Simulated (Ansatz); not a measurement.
Cell and atoms of amorphous Cu₁₂Au₂Te₃₄:

```xyz
48
Lattice="12.1352 -0.1246 -0.9676 -0.1246 9.6351 0.8697 -0.9676 0.8697 10.5019" Properties=species:S:1:pos:R:3 pbc="T T T"
Cu     2.8742     1.2000     7.3738
Cu     3.5886     3.3035     9.4442
Cu     9.5305     3.6443     6.6175
Cu     9.9535     5.1713     8.6904
Cu     0.3386     4.3381     1.3085
Cu     5.7548     7.4717     9.9598
Cu     8.9681     1.5095     8.2639
Cu    -0.1603     5.3128     5.2073
Cu     3.4499     7.6825     2.6534
Cu     1.5306     8.6609     7.5470
Cu     2.5549     8.1463     5.1050
Cu     4.7762     9.2669     4.4322
Au     4.7737     2.4239     2.9742
Au     7.9662     8.6976     7.3226
Te    -0.5753     3.2434     9.8796
Te     6.9957     0.4628     0.8822
Te    10.2511     1.1802     5.9631
Te     6.5945     9.9012     9.5428
Te     6.6749     0.8877     4.8938
Te     1.4128     6.7773     9.2739
Te     3.1112    10.4397    10.8623
Te     5.0516     2.6461     7.0776
Te     7.5665     3.9487     8.2897
Te    11.0903     6.1855     6.4898
Te     6.1517     7.3618     3.1964
Te     8.7862     6.0514     0.8853
Te     5.5090     4.6732     4.5115
Te     6.2638     3.2867     0.7545
Te     0.7205     3.6048     7.0187
Te     6.0298     6.5411     7.5991
Te     9.8703     3.3642     0.5988
Te    11.1188     7.2166     2.8744
Te    -0.1829     3.2681     3.6200
Te     2.7281     0.4930     2.3710
Te     3.3038     5.0849     7.6739
Te     0.4824    10.1317     9.4420
Te     0.2864     9.3571     5.4547
Te     8.7184     7.3951     4.8987
Te     8.9231     1.0217     3.1417
Te     2.4739     2.3901     5.0633
Te     2.4956     5.7754     4.2825
Te     9.6549     7.6741     9.2144
Te    11.1100     0.4173     0.0704
Te     8.5502     4.4447     4.2754
Te     0.9853     6.8516     1.7310
Te     4.0670     8.7177     7.0337
Te     4.6079     6.1620     0.7705
Te     2.7840     3.3447     0.7774
```

Level of theory: PBE-D3(BJ), scalar-relativistic without spin-orbit coupling, PAW (Ansatz default set, large-core Te) (plane waves to 420 eV; Ansatz, a quantum-chemistry and plane-wave program).

The cell was made by melting and quenching with the CHGNet potential and then relaxed with DFT. The hot cell started wider than the set density and was brought back towards it in steps. It is the lowest in DFT energy of 3 quenches. It is a model cell: composition and starting density were chosen by hand, and all elements were melted together. The geometry includes D3(BJ) dispersion. Its density started from a set value of 6.62 and ended at 7.54 g/cm³. The quench (nominally 79 K/ps over its main leg) was far faster than any real one, so the model tends to hold more defects than a real film. Values belong to this one cell and scatter from quench to quench. Volume and shape were free in the relaxation. Stress components on the final sampling reach 1.0 GPa. On a 2×2×2 Γ-centred mesh force components of up to 0.37 eV/Å stay, since the relaxation ran on one k-point at (1/4, 1/4, 1/4).

Neighbours within Cu-Cu 3.22 Å, Cu-Au 3.22 Å, Cu-Te 3.24 Å, Au-Au 3.26 Å, Au-Te 3.29 Å, Te-Te 3.31 Å count as bonded.

Question: Give the coordination numbers, mean bond lengths and angles.

Answer: 
The mean coordination of Cu is 6.42 (1 with 4, 1 with 5, 3 with 6, 6 with 7, 1 with 8). The mean coordination of Au is 7.00 (2 with 7). The mean coordination of Te is 5.03 (4 with 3, 6 with 4, 14 with 5, 7 with 6, 1 with 7, 2 with 8) and the mean Te-Te bond is 3.099 Å (spread 0.131 Å, 51 counted). The mean Cu-Te bond is 2.677 Å (spread 0.134 Å, 57 counted). The mean Cu-Cu bond comes out as 2.699 Å (spread 0.132 Å, 9 counted). The mean Au-Te bond is 2.921 Å (spread 0.132 Å, 12 counted) and the bond angle at Cu comes out as mean 100.3°, spread 30.4°. The bond angle at Au is mean 100.7°, spread 32.6°. The bond angle at Te comes out as mean 100.6°, spread 31.0°.
